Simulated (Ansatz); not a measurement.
**Cd (R-3m, No. 166, 1 atom in the cell; start mp-1183542; another form than the element's usual one)**

All values below come from r²SCAN (Ansatz, a first-principles code, PAW).

Settings: plane-wave cutoff 560 eV, 22×22×22 k mesh, Fermi–Dirac smearing 0.05 eV, scalar-relativistic PAW data made under PBE.

Cell (relaxed at this level):

```cif
data_Cd3
_chemical_formula_sum 'Cd3'
_space_group_name_H-M_alt 'R-3m :H'
_space_group_IT_number 166
_space_group_name_Hall '-R 3 2"'
_cell_length_a 3.24370
_cell_length_b 3.24370
_cell_length_c 7.19406
_cell_angle_alpha 90.000
_cell_angle_beta 90.000
_cell_angle_gamma 120.000
loop_
_atom_site_label
_atom_site_type_symbol
_atom_site_symmetry_multiplicity
_atom_site_Wyckoff_symbol
_atom_site_fract_x
_atom_site_fract_y
_atom_site_fract_z
_atom_site_occupancy
Cd1 Cd 3 a 0.00000 0.00000 0.00000 1
```
(The calculation used a cell of 1 atom; values per cell refer to that cell.)

```json
{
 "band_gap": "zero (no gap)",
 "bulk_modulus": "51.2 GPa"
}
```

Note: the relaxation could not lower the start's symmetry, so the cell can be a saddle point above a distorted one; the bulk modulus is −V dP/dV from two relaxed cells at ±2 % in volume.

Spin–orbit coupling is not included.

Computed values are for the static lattice.

The result took around 5 core-minutes (rough).

A start named mp-… is a Materials Project structure, which need not be a measured phase.
